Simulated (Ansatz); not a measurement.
ZnO (P6_3mc) under biaxial stress in the c plane (compression positive): hole mass along z by r2SCAN with spin-orbit coupling, rigid bands (plane waves, PAW; Ansatz, a first-principles code). The unloaded cell, whose axes the loads refer to:

Space group P6₃mc (No. 186); a = 3.2299 Å, b = 3.2299 Å, c = 5.2147 Å, α = 90.00°, β = 90.00°, γ = 120.00°

```csv
atom,site,symmetry,x,y,z
Zn,2b,3m.,0.6667,0.3333,0.4980
O,2b,3m.,0.3333,0.6667,0.3770
```

```json
[
 {"biaxial stress in the c plane (compression positive) (GPa)": "-6.6", "volume per atom (Å³)": "12.12", "hole mass along z (mₑ)": "3.33"},
 {"biaxial stress in the c plane (compression positive) (GPa)": "-4.4", "volume per atom (Å³)": "12.01", "hole mass along z (mₑ)": "3.11"},
 {"biaxial stress in the c plane (compression positive) (GPa)": "-2.2", "volume per atom (Å³)": "11.90", "hole mass along z (mₑ)": "?"},
 {"biaxial stress in the c plane (compression positive) (GPa)": "0", "volume per atom (Å³)": "11.78", "hole mass along z (mₑ)": "2.81"},
 {"biaxial stress in the c plane (compression positive) (GPa)": "4.4", "volume per atom (Å³)": "11.54", "hole mass along z (mₑ)": "2.62"},
 {"biaxial stress in the c plane (compression positive) (GPa)": "6.6", "volume per atom (Å³)": "11.41", "hole mass along z (mₑ)": "2.55"}
]
```

### Question
Fit a straight line to ln(hole mass along z) against the load over the rows given, and predict the row at -2.2 GPa.

### Answer
The means are x̄ = 0.000 GPa and ȳ = 1.0540; Σ(x − x̄)(y − ȳ) = -2.516 and Σ(x − x̄)² = 125.8, so the slope is -2.00 % per GPa, and the rows given lie within 2.1 % of the line. At -2.2 GPa the line gives 3.00 mₑ; the calculation gives 2.94 mₑ, 2.0 % from it.

Masses are for dilute carriers at 300 K, harmonic means over directions unless an axis is named. Stresses and pressures are the targets of the relaxation. The structure type is held at every load. Geometry: cell and atoms relaxed with PBEsol.
